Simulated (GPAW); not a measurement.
Input and output of a self-consistent single point for Ti₃Al (P6_3/mmc, 8 atoms in the cell) (GPAW).

Method: PBE, GPAW PAW datasets PBE (gpaw-data 1.0.1) (plane waves; GPAW).

The change in words: lattice scaled by 0.98. Reference geometry:
```
Ti3Al
1.0
    5.66608     0.00000     0.00000
   -2.83304     4.90697     0.00000
    0.00000     0.00000     4.56480
Ti Al
6 2
Direct
  0.82990   0.65980   0.25000
  0.17010   0.34020   0.75000
  0.17010   0.82990   0.75000
  0.82990   0.17010   0.25000
  0.34020   0.17010   0.25000
  0.65980   0.82990   0.75000
  0.33333   0.66667   0.25000
  0.66667   0.33333   0.75000
```

Reference input (self-consistent single point, DFT PBE, plane waves, GPAW PAW datasets PBE (gpaw-data 1.0.1)): mode = pw; ecut = 850 eV; xc = PBE; kpts = 5 5 5; mesh shift (steps) = 0 0 0; occupations.name = fermi-dirac; occupations.width = 0.1 eV; nbands = -16; convergence.density = 1e-05 e/electron; convergence.energy = 1e-05 eV/electron; symmetry.symmorphic = false; symmetry.tolerance = 0.0005. This run's input differs from it in these lines:

```diff
@@ -5,13 +5,13 @@
 atoms = Atoms(['Ti', 'Ti', 'Ti', 'Ti', 'Ti', 'Ti', 'Al', 'Al'],
-              cell=[[5.666083, 0.000000, 0.000000],
-                    [-2.833041, 4.906971, 0.000000],
-                    [0.000000, 0.000000, 4.564796]],
-              positions=[[2.833042, 3.237619, 1.141199],
-                         [0.000000, 1.669352, 3.423597],
-                         [-1.387340, 4.072295, 3.423597],
-                         [4.220382, 0.834676, 1.141199],
-                         [1.445701, 0.834676, 1.141199],
-                         [1.387341, 4.072295, 3.423597],
-                         [-0.000002, 3.271316, 1.141199],
-                         [2.833044, 1.635655, 3.423597]],
+              cell=[[5.552761, 0.000000, 0.000000],
+                    [-2.776380, 4.808832, 0.000000],
+                    [0.000000, 0.000000, 4.473500]],
+              positions=[[2.776381, 3.172867, 1.118375],
+                         [0.000000, 1.635965, 3.355125],
+                         [-1.359593, 3.990850, 3.355125],
+                         [4.135974, 0.817982, 1.118375],
+                         [1.416787, 0.817982, 1.118375],
+                         [1.359594, 3.990850, 3.355125],
+                         [-0.000002, 3.205890, 1.118375],
+                         [2.776383, 1.602942, 3.355125]],
               pbc=True)
```

The program printed (abridged):

```
     iter     time        total  log10-change:
                         energy   eigst   dens
iter:   1 --:--:--   -50.278680
iter:   2 --:--:--   -50.155403   -0.94  -1.34
iter:   3 --:--:--   -54.115904   +0.33  -1.35
iter:   4 --:--:--   -49.984248   -1.08  -1.32
iter:   5 --:--:--   -51.304187   -1.16  -1.71
   [... 7 lines left out ...]
iter:  13 --:--:--   -49.276003   -3.00  -2.43
iter:  14 --:--:--   -49.274269   -2.43  -2.79
iter:  15 --:--:--   -49.272317   -4.18  -3.01
iter:  16 --:--:--   -49.272011   -4.61  -3.29
iter:  17 --:--:--   -49.272249c  -3.65  -3.45
iter:  18 --:--:--   -49.271955c  -3.94  -3.31
   [... lines left out ...]
iter:  21 --:--:--   -49.272092c  -4.22  -3.81
   [... 4 lines left out ...]
iter:  26 --:--:--   -49.271889c  -6.65  -4.57
iter:  27 --:--:--   -49.271889c  -6.94  -4.77
iter:  28 --:--:--   -49.271887c  -6.77  -4.86
iter:  29 --:--:--   -49.271898c  -6.12  -4.76
iter:  30 --:--:--   -49.271894c  -7.54c -4.55
iter:  31 --:--:--   -49.271891c  -6.85  -4.84
iter:  32 --:--:--   -49.271895c  -6.69  -5.07c
iter:  33 --:--:--   -49.271889c  -6.69  -4.68
iter:  34 --:--:--   -49.271889c  -7.07  -5.31c
iter:  35 --:--:--   -49.271893c  -6.74  -5.00
iter:  36 --:--:--   -49.271891c  -8.05c -4.93
iter:  37 --:--:--   -49.271891c  -8.33c -5.39c
Converged after 37 iterations.

Dipole moment: (0.000000, 0.000000, -0.000000) |e|*Ang

Energy contributions relative to reference atoms: (reference = -152550.932220)

Kinetic:        +91.155409
Potential:      -75.098033
External:        +0.000000
XC:             -65.242165
Entropy (-ST):   -0.194493
Local:           +0.010145
SIC:             +0.000000
--------------------------
Free energy:    -49.369137
Extrapolated:   -49.271891

Showing only first 2 kpts
 Kpt  Band  Eigenvalues  Occupancy
  0    37      8.79936    1.99576
  0    38      9.27185    1.61391
  0    39      9.54669    0.42231
  0    40     10.17461    0.00100

  1    37      8.79266    1.99604
  1    38      9.20197    1.78741
  1    39     10.07313    0.00277
  1    40     10.24416    0.00050

Fermi level: 9.41489

No gap
   [... lines left out ...]
  2 Ti   -0.04468    0.02580    0.00000
  3 Ti    0.04468   -0.02580    0.00000
  4 Ti   -0.04468   -0.02580    0.00000
  5 Ti    0.04468    0.02580    0.00000
  6 Al    0.00000   -0.00000   -0.00000
  7 Al   -0.00000   -0.00000    0.00000

Stress tensor:
    -0.097960     0.000000     0.000000
     0.000000    -0.097960    -0.000000
     0.000000    -0.000000    -0.108589
Stress (GPa, Voigt): [-15.6949 -15.6949 -17.3978  -0.       0.       0.    ]
```

The run converged in 37 iterations. GPAW prints stress with tension positive. Against the reference run the free energy rises by 67.3 meV/atom, the pressure goes from 6.87 to 16.26 GPa and the largest force hardly changes (0.050 to 0.052 eV/Å).

The starting cell comes from a database of computed structures (which also holds hypothetical and non-ambient phases and stackings), without a prior relaxation at this level. Its lattice was rescaled by a random factor within 2.5 % of one. For this run, on top of that: lattice scaled by 0.98. Spin polarisation is off. With a pressure of about 16 GPa the cell is away from its equilibrium volume at this level.

Cost on one core of a shared machine: roughly 4 min.
